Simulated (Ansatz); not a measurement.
## C: carrier doping

The reference is C in the diamond structure (space group Fd-3m, No. 227; a = 3.5716 Å).

Carriers are added at fixed cell with a uniform background; the Fermi–Dirac width is that of 300 K.

Level of theory: PBE in Ansatz (plane waves to 420 eV, PAW, no SOC), earlier PAW set.

Notes on the quantities. Fermi level from band edge: Fermi level relative to the doped band's edge (positive inside the band; to 0.05 eV).

| electron density (10^21 cm⁻³) | Fermi level from band edge (eV) |
|---|---|
| 0.7 | 0.15 |
| 1.5 | ? |
| 7 | 0.70 |
| 20 | 1.25 |

Task: Fit E_F = C n^s, fitted as a line in log–log form (a parabolic band gives s = 2/3) to the rows shown and predict the withheld row.

Result: Least squares on the printed values gives C = 0.19 eV, s = 0.64 (largest residual 0.05 eV); this predicts 0.25 eV, and the run gives 0.25 eV, in agreement.

Charged cell with a jellium background: band edges are those of the host's band count, energies are not comparable with the neutral cell, and many-body gap narrowing is missing. No phonon test of stability was made.

Ansatz is a quantum-chemistry and plane-wave program.
